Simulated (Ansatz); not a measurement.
Defect migration in anatase TiO2: interstitial Zn, charge state +2. Level of theory: PBE, PAW (plane waves to 420 eV; Ansatz, a first-principles code).

108-site cell at the relaxed PBE lattice, the Γ point alone, smearing 0.01 eV, spin-restricted, no finite-size correction. Energies are static. The charge state is imposed; whether it is stable for some Fermi level was not computed. Sites that were not tried may lie lower.

Barriers: single points on a 2×2×2 k-point mesh shifted by half a step at the bands' geometries.

The step: a direct jump of one Zn atom. Atoms about the jump, Cartesian Å from the middle of the jump, before and after:

| atom | x0 | y0 | z0 | x1 | y1 | z1 |
|---|---|---|---|---|---|---|
| Zn1 | 0.95 | 0.00 | 0.78 | -0.95 | 0.00 | -0.78 |
| O2 | 0.95 | 0.00 | -1.51 | 0.88 | 0.00 | -1.60 |
| O3 | -0.88 | 0.00 | 1.60 | -0.95 | 0.00 | 1.51 |
| O4 | -0.95 | 1.94 | -0.79 | -0.95 | 1.96 | -0.81 |
| O5 | -0.95 | -1.94 | -0.78 | -0.95 | -1.96 | -0.81 |
| O6 | 0.95 | -1.96 | 0.81 | 0.95 | -1.94 | 0.79 |
| O7 | 0.95 | 1.96 | 0.81 | 0.95 | 1.94 | 0.78 |
| Ti8 | -1.05 | 2.01 | 1.22 | -0.95 | 1.98 | 1.27 |
| Ti9 | -1.05 | -2.01 | 1.22 | -0.95 | -1.98 | 1.27 |
| Ti10 | 0.95 | 1.98 | -1.27 | 1.05 | 2.01 | -1.22 |
| Ti11 | 0.95 | -1.98 | -1.27 | 1.05 | -2.01 | -1.22 |

Problem. Where do these atoms stand at the saddle point, and how high is it?

Solution. 
| atom | x | y | z |
|---|---|---|---|
| Zn1 | 0.00 | 0.00 | 0.00 |
| O2 | 1.03 | 0.00 | -1.66 |
| O3 | -1.02 | 0.00 | 1.65 |
| O4 | -0.93 | 1.80 | -0.78 |
| O5 | -0.93 | -1.79 | -0.78 |
| O6 | 0.94 | -1.79 | 0.77 |
| O7 | 0.94 | 1.80 | 0.77 |
| Ti8 | -1.05 | 2.05 | 1.31 |
| Ti9 | -1.05 | -2.04 | 1.31 |
| Ti10 | 1.06 | 2.05 | -1.31 |
| Ti11 | 1.06 | -2.04 | -1.31 |
It lies 0.57 eV above the start and 0.57 eV above the end. The saddle point's order was not checked, and it lies on a symmetry element of the cell, where a band can be held.
